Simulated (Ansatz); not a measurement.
Ansatz (a quantum-chemistry and plane-wave program), DFT, PBE, plane waves, its soft PAW files of 3 December: Cu(100) slab of 6 layers, 1x1, O adatom, atoms displaced (Cu6O), unrelaxed, 7 atoms. Basis and mesh were picked for this test and aren't claimed converged.

```json
{
 "cell": "2.56, 2.56, 20.64 Å; 90, 90, 90°",
 "distance_to_the_nearest_atom": "1.99 to 2.56 Å",
 "task": "single point",
 "k mesh": "10×10×1",
 "hamiltonian.xc": "pbe",
 "kind_of_files": "paw",
 "scf.occupations.method": "fermi_dirac",
 "scf.occupations.width": "0.1 eV",
 "output.forces": "true",
 "binding of workers (--pin)": "off",
 "k-point pools (--kpoint-pools)": "1",
 "memory maximum (--max-ram)": "8GiB",
 "accuracy": "medium (default)",
 "basis.precision": "auto (default)",
 "basis.xc_grid": "2 (default)",
 "scf.eigensolver.kind": "auto (default)",
 "scf.convergence.dr2_threshold": "1e-07 (default)",
 "scf.lower_state_search": "light (default)",
 "k-points after symmetry": "52",
 "bands_at_the_start": "68",
 "electrons": "120",
 "plane waves at Γ": "2665",
 "cutoff (eV)": "420",
 "FFT grid": "18×18×144",
 "symmetry_operations": "1"
}
```

One run each.

All on 4 threads. Base settings, kept where nothing else is said: scf.mixing.algorithm = auto (default), scf.mixing.preconditioner = auto (default), scf.algorithm = auto (default) (scf.mixing.beta, scf.mixing.ndim, scf.mixing.q_tf not set). The settings tried:…
- scf.mixing.ndim = 16
- scf.mixing.algorithm = anderson, scf.mixing.ndim = 1
- scf.mixing.algorithm = anderson, scf.mixing.ndim = 4
- scf.mixing.algorithm = anderson
- scf.mixing.algorithm = broyden
- scf.mixing.preconditioner = kerker_dos
- scf.mixing.algorithm = broyden, scf.mixing.preconditioner = kerker, scf.mixing.q_tf = 1.5 1/Å
- the base settings
- scf.mixing.algorithm = broyden, scf.mixing.beta = 0.1
- scf.mixing.algorithm = anderson, scf.mixing.ndim = 16
- scf.mixing.preconditioner = ldos
- scf.mixing.algorithm = msr1
- scf.mixing.preconditioner = kerker
- scf.mixing.algorithm = broyden, scf.mixing.beta = 0.3
- scf.mixing.algorithm = broyden, scf.mixing.beta = 0.7
- scf.mixing.algorithm = broyden, scf.mixing.preconditioner = kerker
- scf.mixing.algorithm = broyden, scf.mixing.beta = 1
- scf.mixing.algorithm = broyden, scf.mixing.preconditioner = kerker, scf.mixing.q_tf = 0.5 1/Å
- scf.mixing.algorithm = broyden, scf.mixing.preconditioner = none
- scf.mixing.preconditioner = none
- scf.algorithm = direct_min
- scf.mixing.preconditioner = local_kerker
- scf.mixing.ndim = 4

Task: Name the extremes by SCF iterations: fewest, most, and any that don't converge.

Result: Fewest SCF iterations: scf.algorithm = direct_min (8). Most among those that reach the base run's result: scf.mixing.algorithm = broyden, scf.mixing.preconditioner = kerker (69). No count from: scf.mixing.algorithm = anderson, scf.mixing.ndim = 1 (unfinished when stopped at the time that we allowed, after 23 SCF iterations). All the others converged. In the base run the program took: scf.mixing.algorithm MSR1, scf.mixing.preconditioner LDOS, scf.eigensolver.kind band_cg, --slots 4.

```tsv
setting	SCF iterations	applications of H to a band	end
scf.algorithm = direct_min	8	481682	converged
the base settings	16	107605	converged
scf.mixing.algorithm = msr1	16	107605	converged
scf.mixing.preconditioner = ldos	16	107605	converged
scf.mixing.algorithm = broyden, scf.mixing.beta = 0.3	16	93886	converged
scf.mixing.algorithm = broyden, scf.mixing.beta = 0.7	17	110451	converged
scf.mixing.ndim = 4	17	119884	converged
scf.mixing.ndim = 16	17	115121	converged
scf.mixing.algorithm = anderson, scf.mixing.ndim = 16	19	124257	converged
scf.mixing.algorithm = anderson	20	140734	converged
scf.mixing.algorithm = broyden	21	144320	converged
scf.mixing.algorithm = broyden, scf.mixing.beta = 1	21	144320	converged
scf.mixing.algorithm = broyden, scf.mixing.preconditioner = none	23	218447	converged
scf.mixing.algorithm = broyden, scf.mixing.preconditioner = kerker, scf.mixing.q_tf = 0.5 1/Å	24	134520	converged
scf.mixing.algorithm = anderson, scf.mixing.ndim = 4	26	195658	converged
scf.mixing.preconditioner = local_kerker	28	169185	converged
scf.mixing.algorithm = broyden, scf.mixing.beta = 0.1	30	176335	converged
scf.mixing.preconditioner = none	31	245698	converged
scf.mixing.algorithm = broyden, scf.mixing.preconditioner = kerker, scf.mixing.q_tf = 1.5 1/Å	32	168443	converged
scf.mixing.preconditioner = kerker	50	265150	converged
scf.mixing.preconditioner = kerker_dos	55	277270	converged
scf.mixing.algorithm = broyden, scf.mixing.preconditioner = kerker	69	340500	converged
```

An iteration's cost differs between solvers, so these counts don't give the time.

Keys are those of Ansatz 0.2.
